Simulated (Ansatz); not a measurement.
Consider this model of amorphous Si12Te48.

```
SiTe4
1.0
   12.70053    -0.11692     0.53867
   -0.11692    12.84716     0.03024
    0.53867     0.03024    12.48127
Si Te
12 48
Direct
  0.60614   0.93808   0.35774
  0.82299   0.54280   0.84668
  0.03993   0.62541   0.24537
  0.25382   0.14717   0.78453
  0.36734   0.41436   0.06179
  0.48734   0.46612   0.59217
  0.41601   0.06523   0.55423
  0.00424   0.02451   0.16418
  0.08455   0.62506   0.53179
  0.71660   0.08651   0.68202
  0.77554   0.01051   0.52014
  0.36370   0.71766   0.07628
  0.14285   0.30143   0.84723
  0.73803   0.09560   0.34216
  0.55815   0.19270   0.62462
  0.62196   0.37632   0.28302
  0.72458   0.09172   0.07175
  0.44163   0.56629   0.17253
  0.97005   0.99826   0.54887
  0.91673   0.78703   0.00573
  0.43443   0.37022   0.42953
  0.67824   0.58687   0.98827
  0.15090   0.47204   0.29727
  0.79335   0.48964   0.35375
  0.76873   0.61721   0.66576
  0.42325   0.01599   0.35547
  0.31083   0.44475   0.72789
  0.92511   0.34434   0.44590
  0.01388   0.45333   0.62193
  0.89088   0.18627   0.71535
  0.83850   0.34024   0.88614
  0.04546   0.13065   0.32904
  0.33975   0.69789   0.88136
  0.67223   0.93867   0.81114
  0.43913   0.13025   0.85359
  0.46851   0.40615   0.87281
  0.55956   0.66725   0.79523
  0.64332   0.29191   0.01583
  0.95349   0.70895   0.41609
  0.87843   0.85746   0.73619
  0.02047   0.58047   0.85367
  0.16676   0.40366   0.07110
  0.42671   0.25234   0.16368
  0.24991   0.17275   0.58183
  0.60568   0.78291   0.23069
  0.38262   0.91760   0.69037
  0.87411   0.60102   0.13733
  0.67337   0.41405   0.63273
  0.66849   0.84275   0.51814
  0.16038   0.73648   0.09856
  0.16124   0.98432   0.86666
  0.24341   0.85582   0.52287
  0.83825   0.91051   0.18297
  0.15481   0.92760   0.23007
  0.98631   0.09143   0.97063
  0.45877   0.66048   0.59531
  0.30818   0.10206   0.04954
  0.25987   0.65174   0.40977
  0.10818   0.74400   0.69227
  0.47114   0.88544   0.10197
```

These are PBE, scalar-relativistic without spin-orbit coupling, PAW (Ansatz default set, large-core Te) (plane waves to 420 eV; Ansatz, a first-principles code) values and carry that method's errors. Neutral PBE cell, which sets geometry, pressure and energy: sampling: a 2×2×2 Γ-centred mesh; Fermi-Dirac width 0.05 eV; no spin polarisation.

The cell was made by melting and quenching with the CHGNet potential and then relaxed with DFT. The hot cell started wider than the set density and was brought back towards it in steps. It is the lowest in DFT energy of 4 quenches. It is a model cell: composition and starting density were chosen by hand, and all elements were melted together. No dispersion term was used. Its density started from a set value of 5.28 and ended at 5.28 g/cm³. The simulated quench (nominally 79 K/ps over its main leg) is rapid and tends to freeze in more defects than a deposited or slowly cooled glass has. Values belong to this one cell and scatter from quench to quench. The volume was held where the preparation left it and the shape relaxed.

Task: Give the pressure, the energy against reference phases and the spacing of the highest filled and lowest empty levels.

Result: 
The pressure on a 2×2×2 Γ-centred mesh is 1.22 GPa, the largest force and stress component on that mesh (the relaxation ran on one k-point at (1/4, 1/4, 1/4)) is 0.19 eV/Å and 1.2 GPa and the energy relative to trigonal Te + silicon (lowest mix at this level among the phases computed, not always the ambient ones) is 0.097 eV/atom. The gap on a 2×2×2 Γ-centred mesh (PBE) comes out as 0.14 eV and the gap at the zone centre (PBE) comes out as 0.21 eV. The distance between the nearest levels spread over more than a fifth of the atoms or a third of the atoms of their main element (six at least) (PBE, zone centre) is 0.21 eV.

Task: At PBE and the zone centre, how localised are the states just below and above the Fermi level (participation number: the atoms over which a state spreads)?

Result: The highest filled state is spread over 22.1 atoms' worth, largest on Te28, with weights by element (charge in smoothed Voronoi cells) Te 0.93, Si 0.07. The lowest empty state is spread over 35.1 atoms' worth, largest on Te27, with weights by element (charge in smoothed Voronoi cells) Te 0.90, Si 0.10.

So small a spacing is near the smearing width and the bands' dispersion over the mesh, so it is a value of this cell and mesh.

Cut-offs for bonds: Si-Si 2.54 Å, Si-Te 2.86 Å, Te-Te 3.22 Å.
